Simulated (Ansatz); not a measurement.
Effect of pressure 5 GPa on NiSi

The reference is NiSi (space group Pnma, No. 62; a = 5.119 Å, b = 3.342 Å, c = 5.563 Å; non-magnetic).

Now apply this change: a hydrostatic pressure of 5 GPa.

Computed with plane-wave PAW DFT at the r2SCAN level (Ansatz, a quantum-chemistry and plane-wave program, 500 eV), no SOC. Settings: 9×14×9 k-points, 0.05 eV Fermi–Dirac smearing.

```json
[
 {"quantity": "volume per atom", "base": "11.90 Å³", "changed": "11.59 Å³", "shift": "-0.31 Å³"},
 {"quantity": "density", "base": "6.06 g/cm³", "changed": "6.22 g/cm³", "shift": "+0.16 g/cm³"},
 {"quantity": "shortest interatomic distance", "base": "2.264 Å", "changed": "2.250 Å", "shift": "-0.014 Å"},
 {"quantity": "enthalpy H = E + PV relative to the base's energy", "base": "–", "changed": "+0.37 eV/atom", "shift": "–"},
 {"quantity": "band gap", "base": "zero", "changed": "zero", "shift": "–"}
]
```

Final structure:

```xyz
8
Lattice="5.0689 0.0000 0.0000 0.0000 3.3314 0.0000 0.0000 0.0000 5.4890" Properties=species:S:1:pos:R:3 pbc="T T T"
Ni     2.5797     0.8329     3.7727
Ni     0.0452     0.8329     4.4608
Ni     2.4892     2.4986     1.7163
Ni     5.0237     2.4986     1.0282
Si     3.4341     0.8329     0.4686
Si     0.8996     0.8329     2.2759
Si     1.6348     2.4986     5.0205
Si     4.1693     2.4986     3.2131
```

Load acts through the strain it causes; cell and atoms are relaxed under it. Stability against distortions was not tested. No other phases were tried under pressure. Seeded moments were not kept for the base. The final runs are not spin-polarised.
